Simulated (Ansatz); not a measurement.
Surface energy of faces of hcp Zr in PBE and in RPBE, in Ansatz (plane waves, PAW). Symmetric slabs relaxed with PBE from ideal cuts in 1x1 cells (the lowest computed cut and spin start of each face; real faces may reconstruct in larger cells); RPBE values are single points on them, with the bulk at the same level. No spin-orbit coupling, no U.

```
face     PBE (J/m²)  RPBE (J/m²)
-------  ----------  -----------
(0001)         1.59         1.49
(10-10)        1.67         1.56
(10-11)        1.59         1.48
(10-12)        1.76         1.64
(11-20)        1.68         1.55
(11-21)        1.74            ?
(11-22)        1.73         1.62
(20-21)        1.65         1.54
(21-30)        1.70         1.58
```

### Question
Fit a straight line y = a·x + b by least squares to the 8 complete rows (x: PBE (J/m²); y: RPBE (J/m²)).

### Answer
the means are x̄ = 1.6712 and ȳ = 1.5575; Σ(x − x̄)² = 0.025887 and Σ(x − x̄)(y − ȳ) = 0.023725, so a = 0.916 and b = ȳ − a·x̄ = 0.026. The largest residual is 0.016.

### Question
What does the line predict for the withheld row, (11-21), and what did the calculation give?

### Answer
the line gives 1.62; the calculation gave 1.61, a miss of -0.01, of the size of the fitted rows' scatter and rounding.

Ansatz is a first-principles code.
